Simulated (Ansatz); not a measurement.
**Several settings converged on CoAl (Pm-3m, 2 atoms in the cell)**

```
CELL_PARAMETERS angstrom
      2.85142     0.00000     0.00000
      0.00000     2.85142     0.00000
      0.00000     0.00000     2.85142
ATOMIC_POSITIONS crystal
  Al 0.50000 0.50000 0.50000
  Co 0.00000 0.00000 0.00000
```

Base method: PBEsol, default PAW files made with PBE (plane waves; Ansatz, an electronic-structure program).

Base settings: basis.ecutwfc = 30.9 Ry; kpoints.mp_grid.grid = 12 12 12; hamiltonian.xc = pbesol; hamiltonian.pseudopotentials = {kind: paw} (the program's default PAW files); scf.occupations.method = gaussian; scf.occupations.width = 0.0073 Ry.

Core times come from one kind of shared machine, to one figure; runs under 30 s give none.

**Zone-centre phonons against the cutoff**

In this ladder: phonons.method = dfpt.

The mesh stays at the base's, so the ladder's end is converged at best in this setting alone.

Frequencies are those of the unrelaxed cell, without the LO-TO term of polar crystals.

Only quantities that move along the ladder and can be compared are tabulated.

| basis.ecutwfc | highest zone-centre frequency (cm⁻¹) |
|---|---|
| 15.4 Ry | 351.1 |
| 18.4 Ry | 266.5 |
| 21.7 Ry | 310.9 |
| 26.1 Ry | 323.8 |
| 30.9 Ry | 321.4 |
| 37.1 Ry | 321.4 |
| 46.3 Ry | 321.5 |

Coarsest basis.ecutwfc that holds the highest zone-centre frequency within 5 cm⁻¹ of the last step, with all finer ones: 26.1 Ry; the step before is off by 11 cm⁻¹.

**The q mesh of the phonons**

In this ladder: phonons.method = dfpt.

Only quantities that move along the ladder and can be compared are tabulated.

Thermal sums run over frequencies interpolated from this q mesh.

| phonons.qmesh | zero-point energy (meV/atom) | vibrational free energy at 300 K (meV/atom) | core time / last (rough) |
|---|---|---|---|
| 1 1 1 | 40.75 | 4.14 | – |
| 2 2 2 | 49.26 | 20.28 | 0.05 |
| 3 3 3 | 49.09 | 19.87 | 0.1 |
| 4 4 4 | 49.07 | 19.85 | 0.3 |
| 6 6 6 | 49.04 | 19.74 | 1 |

Coarsest phonons.qmesh that holds the vibrational free energy at 300 K within 2 meV/atom of the last step, with all finer ones: 2 2 2, at about 0.05 of the last step's time; the step before is off by 16 meV/atom.

Coarsest phonons.qmesh that holds the zero-point energy within 0.2 meV/atom of the last step, with all finer ones: 3 3 3, at about 0.1 of the last step's time; the step before is off by 0.21 meV/atom.

On the base run: the starting cell has typed, rounded lattice constants, without a prior relaxation at this level. Its lattice was rescaled by up to half a per cent. Spin polarisation is off. In the base run, with a pressure of about -6 GPa the cell is away from its equilibrium volume at this level.

Keys are those of Ansatz 0.2.
